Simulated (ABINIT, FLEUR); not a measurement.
A FLEUR input for a self-consistent single point of YBrO (P4/nmm, 6 atoms in the cell) (DFT, PBEsol, all-electron FLAPW (FLEUR), scalar-relativistic valence):

Input of the input generator:

```
scf YBrO
&input film=f /
7.0710622508 0.0000000000 0.0000000000
0.0000000000 7.0710622508 0.0000000000
0.0000000000 0.0000000000 15.9121383660
1.0
1.0 1.0 1.0

6
39 0.0000000000 0.5000000000 0.1301900000
39 0.5000000000 -0.0000000000 0.8698100000
35 0.0000000000 0.5000000000 0.6787800000
35 0.5000000000 -0.0000000000 0.3212200000
8 0.0000000000 -0.0000000000 0.0000000000
8 0.5000000000 0.5000000000 0.0000000000

&comp jspins=1 /
&exco xctyp='PBEs' /
&kpt div1=7 div2=7 div3=3 /
&end /
```

```xml
<?xml version="1.0" encoding="UTF-8" standalone="no"?>
<fleurInput fleurInputVersion="0.39">
   <comment>
      scf YBrO                                                                                            
   </comment>
   <calculationSetup>
      <cutoffs Kmax="4.4" Gmax="17.6" GmaxXC="17.6" numbands="0"/>
      <scfLoop itmax="80" minDistance="0.00001" maxIterBroyd="99" imix="Anderson" alpha="0.05" precondParam="0.0" spinf="2.0"/>
      <coreElectrons ctail="T" frcor="F" kcrel="0" coretail_lmax="0"/>
      <xcFunctional name="PBEs" relativisticCorrections="F"/>
      <magnetism jspins="1"/>
      <soc l_soc="F" theta="0.0" phi="0.0" spav="F"/>
      <expertModes spex="0" secvar="F"/>
      <geometryOptimization l_f="T" forcealpha="1.0" forcemix="BFGS" epsdisp="0.00001" epsforce="0.00001"/>
      <ldaU l_linMix="F" mixParam="0.05" spinf="1.0"/>
   </calculationSetup>
   <cell>
      <bzIntegration valenceElectrons="48.0" mode="hist" fermiSmearingEnergy="0.00183747">
         <kPointListSelection listName="default-1"/>
         <!-- k-points included here -->
         <xi:include xmlns:xi="http://www.w3.org/2001/XInclude" href="kpts.xml"> </xi:include>
      </bzIntegration>
      <!-- symmetry operations included here -->
      <xi:include xmlns:xi="http://www.w3.org/2001/XInclude" href="sym.xml"> </xi:include>
      <bulkLattice scale="1.0">
         <bravaisMatrix>
            <row-1>    7.0710622507999998     0.0000000000000000     0.0000000000000000</row-1>
            <row-2>    0.0000000000000000     7.0710622507999998     0.0000000000000000</row-2>
            <row-3>    0.0000000000000000     0.0000000000000000    15.9121383660000006</row-3>
         </bravaisMatrix>
      </bulkLattice>
   </cell>
   <atomSpecies>
      <species name="Yttrium (Y)" element="Y" atomicNumber="39">
         <mtSphere radius="2.44" gridPoints="859" logIncrement="0.015"/>
         <atomicCutoffs lmax="10" lnonsphr="8"/>
         <electronConfig flipSpins="F">
            <coreConfig>(1s1/2) (2s1/2) (2p1/2) (2p3/2) (3s1/2) (3p1/2) (3p3/2) (3d3/2) (3d5/2)</coreConfig>
            <valenceConfig>(4s1/2) (4p1/2) (4p3/2) (5s1/2) (4d3/2) (4d5/2)</valenceConfig>
            <stateOccupation state="(4d3/2)" spinUp="0.2" spinDown="0.2"/>
            <stateOccupation state="(4d5/2)" spinUp="0.3" spinDown="0.3"/>
         </electronConfig>
         <energyParameters s="5" p="5" d="4" f="4"/>
         <lo type="SCLO" l="0" n="4" eDeriv="0"/>
         <lo type="SCLO" l="1" n="4" eDeriv="0"/>
      </species>
      <species name="Bromine (Br)" element="Br" atomicNumber="35">
         <mtSphere radius="2.63" gridPoints="925" logIncrement="0.014"/>
         <atomicCutoffs lmax="10" lnonsphr="8"/>
         <electronConfig flipSpins="F">
            <coreConfig>(1s1/2) (2s1/2) (2p1/2) (2p3/2) (3s1/2) (3p1/2) (3p3/2) (3d3/2) (3d5/2)</coreConfig>
            <valenceConfig>(4s1/2) (4p1/2) (4p3/2)</valenceConfig>
            <stateOccupation state="(4p1/2)" spinUp="0.8333333333333" spinDown="0.8333333333333"/>
            <stateOccupation state="(4p3/2)" spinUp="1.6666666666667" spinDown="1.6666666666667"/>
         </electronConfig>
         <energyParameters s="4" p="4" d="4" f="4"/>
      </species>
      <species name="Oxygen (O)" element="O" atomicNumber="8">
         <mtSphere radius="1.38" gridPoints="487" logIncrement="0.022"/>
         <atomicCutoffs lmax="6" lnonsphr="4"/>
         <electronConfig flipSpins="F">
            <coreConfig>(1s1/2)</coreConfig>
            <valenceConfig>(2s1/2) (2p1/2) (2p3/2)</valenceConfig>
            <stateOccupation state="(2p1/2)" spinUp="0.6666666666667" spinDown="0.6666666666667"/>
            <stateOccupation state="(2p3/2)" spinUp="1.3333333333333" spinDown="1.3333333333333"/>
         </electronConfig>
         <energyParameters s="2" p="2" d="3" f="4"/>
      </species>
   </atomSpecies>
   <atomGroups>
      <atomGroup species="Yttrium (Y)">
         <relPos label="                   1">-1.000/4.000 1.000/4.000 .1301900000</relPos>
         <relPos label="                   2">1.000/4.000 -1.000/4.000 -.1301900000</relPos>
         <force calculate="T" relaxXYZ="TTT"/>
      </atomGroup>
      <atomGroup species="Bromine (Br)">
         <relPos label="                   3">-1.000/4.000 1.000/4.000 -.3212200000</relPos>
         <relPos label="                   4">1.000/4.000 -1.000/4.000 .3212200000</relPos>
         <force calculate="T" relaxXYZ="TTT"/>
      </atomGroup>
      <atomGroup species="Oxygen (O)">
         <relPos label="                   5">-1.000/4.000 -1.000/4.000 .0000000000</relPos>
         <relPos label="                   6">1.000/4.000 1.000/4.000 .0000000000</relPos>
         <force calculate="T" relaxXYZ="TTT"/>
      </atomGroup>
   </atomGroups>
   <output dos="F" band="F" slice="F">
      <checks vchk="F" cdinf="F"/>
      <bandDOS minEnergy="-.5*Htr" maxEnergy="0.5*Htr" sigma="0.015" storeEVData="T"/>
      <vacuumDOS vacdos="F" integ="F" star="F" nstars="0" locx1="0.0" locy1="0.0" locx2="0.0" locy2="0.0" nstm="0" tworkf="0.0"/>
      <unfoldingBand unfoldBand="F" supercellX="1" supercellY="1" supercellZ="1"/>
      <plotting iplot="0" polar="F">
         <plot TwoD="T" vec1="  1.0  0.0  0.0" vec2="  0.0  1.0  0.0" vec3="  0.0  0.0  1.0" zero="  0.0  0.0  0.0" file="plot"/>
      </plotting>
      <chargeDensitySlicing numkpt="0" minEigenval="0.0" maxEigenval="0.0" nnne="0" pallst="F"/>
      <specialOutput eonly="F"/>
      <magneticCircularDichroism mcd="F" energyLo="-10.0" energyUp="0.0"/>
   </output>
  <!-- We include the file relax.xml here to enable relaxations (see documentation) -->
  <xi:include xmlns:xi="http://www.w3.org/2001/XInclude" href="relax.xml"> <xi:fallback/> </xi:include>
</fleurInput>
```

Task: Translate this input to ABINIT.

Result: This is the input that was run; spellings and numerical settings could be chosen otherwise.

```
# YBrO, PseudoDojo nc-sr-04 PBEsol standard
pp_dirpath "./"
pseudos "Y.upf, Br.upf, O.upf"
acell 7.0710622508 7.0710622508 15.9121383660
rprim
         1.0000000000    0.0000000000    0.0000000000
         0.0000000000    1.0000000000    0.0000000000
         0.0000000000    0.0000000000    1.0000000000
natom 6
ntypat 3
znucl 39 35 8
typat 1 1 2 2 3 3
xcart
         0.0000000000    3.5355311254    2.0716012939
         3.5355311254    0.0000000000   13.8405370721
         0.0000000000    3.5355311254   10.8008412800
         3.5355311254    0.0000000000    5.1112970859
         0.0000000000    0.0000000000    0.0000000000
         3.5355311254    3.5355311254    0.0000000000
ecut 42
ixc -116133
occopt 3
tsmear 0.00183747
nband 31
kptopt 1
ngkpt 7 7 3
nshiftk 1
shiftk 0 0 0
nstep 60
toldfe 1.0e-09
prtwf 0
prtden 0
enunit 1
```

Basis, cutoffs, solver keys and any potentials are the target program's own. This input uses DFT, PBEsol, plane waves, norm-conserving pseudopotentials (PseudoDojo nc-sr-04 PBEsol standard).

The starting cell comes from a database of computed structures (which also holds hypothetical and non-ambient phases and stackings), without a prior relaxation at this level. Its lattice was rescaled by a random factor within 2.5 % of one. For this run, on top of that: lattice scaled by 0.98.
